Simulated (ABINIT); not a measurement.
Input and output of a self-consistent single point for WSi2 (P1, 3 atoms in the cell) (ABINIT).

Level of theory: PBE, norm-conserving pseudopotentials (PseudoDojo nc-sr-05 PBE standard) (plane waves; ABINIT).

The change in words: lattice scaled by 0.98. Reference geometry:
```xyz
3
Lattice="-1.6050 1.6050 3.9150 1.6050 -1.6050 3.9150 1.6050 1.6050 -3.9150" Properties=species:S:1:pos:R:3 pbc="T T T"
Si     0.0667     0.0146     5.1868
Si    -0.1306     0.0652     2.6911
W      0.0639    -0.0798    -0.0479
```

Reference input (self-consistent single point, DFT, PBE, plane waves, norm-conserving pseudopotentials (PseudoDojo nc-sr-05 PBE standard)): pseudos = [Si.upf, W.upf]; ecut = 74 Ry; occopt = 7; tsmear = 0.00499791 Ha; ngkpt = 7 7 9; nshiftk = 1; shiftk = 0 0 0; potentials = PseudoDojo nc-sr-05 PBE standard; nband = 16; kptopt = 1; nstep = 60; tolvrs = 1e-10. This run's input differs from it in these lines:

```diff
@@ -3,3 +3,3 @@
 pseudos "Si.upf, W.upf"
-acell 8.5517728347 8.5517728347 8.5517728347
+acell 8.3807373780 8.3807373780 8.3807373780
 rprim
```

The program printed (abridged):

```
--- !BeginCycle
solver: {iscf: 7, nstep: 60, nline: 4, wfoptalg: 0, }
tolerances: {tolvrs: 1.00E-10, }
...

     iter   Etot(hartree)      deltaE(h)  residm     vres2
 ETOT  1  -84.289183627443    -8.429E+01 1.369E-01 7.745E+01
 ETOT  2  -84.326962507810    -3.778E-02 1.137E-01 1.412E+01
 ETOT  3  -84.327698151946    -7.356E-04 4.088E-02 4.692E+00
 ETOT  4  -84.328058132495    -3.600E-04 1.184E-02 9.601E-02
 ETOT  5  -84.328065395656    -7.263E-06 9.443E-03 7.249E-04
 ETOT  6  -84.328065455590    -5.993E-08 2.450E-03 2.195E-05
 ETOT  7  -84.328065457240    -1.650E-09 6.608E-03 1.074E-07
 ETOT  8  -84.328065457251    -1.135E-11 4.474E-03 8.977E-09
 ETOT  9  -84.328065457252    -2.274E-13 6.395E-03 1.269E-10
 ETOT 10  -84.328065457251     4.974E-13 2.640E-03 1.031E-12
 At SCF step   10       vres2   =  1.03E-12 < tolvrs=  1.00E-10 =>converged.

 Cartesian components of stress tensor (hartree/bohr^3)
  sigma(1 1)= -8.67164091E-04  sigma(3 2)= -1.05348512E-04
  sigma(2 2)= -9.18808622E-04  sigma(3 1)=  1.76962214E-04
  sigma(3 3)= -9.39514353E-04  sigma(2 1)=  1.71999483E-04

 ----iterations are completed or convergence reached----

 reduced coordinates (array xred) for    3 atoms
       0.666973000000      0.683214000000      0.025342000000
       0.363992000000      0.303003000000      0.979612000000
       0.969034000000      0.013784000000      0.995047000000
 cartesian forces (eV/Angstrom) at end:
    1     -0.61116528597328    -0.41152804219573     0.61431612703114
    2      2.53131959402555    -1.71411990225708    -2.48028715413229
   [... lines left out ...]
 Fermi (or HOMO) energy (hartree) =   0.53961   Average Vxc (hartree)=  -0.47271
   [... lines left out ...]
total_energy        : -8.43280654572512E+01
total_energy_eV     : -2.29468335932847E+03
band_energy         : -4.71070588983779E+00
...

-Cartesian components of stress tensor (GPa)         [Pressure=  2.6729E+01 GPa]
- sigma(1 1)= -2.55128441E+01  sigma(3 2)= -3.09945971E+00
- sigma(2 2)= -2.70322784E+01  sigma(3 1)=  5.20640720E+00
- sigma(3 3)= -2.76414619E+01  sigma(2 1)=  5.06039864E+00

 Calculation completed.
```

The run converged in 10 iterations. Against the reference run the free energy rises by 87.5 meV/atom, the pressure goes from 9.54 to 26.73 GPa and the largest force goes from 3.211 to 3.937 eV/Å.

The starting cell has typed, rounded lattice constants, without a prior relaxation at this level. Its atoms were displaced at random from the sites of space group no. 139. For this run, on top of that: lattice scaled by 0.98. Spin polarisation is off. With a pressure of about 27 GPa the cell is away from its equilibrium volume at this level. Forces in this geometry exceed 1 eV/Å.

Cost on one core of a shared machine: roughly 8 min.
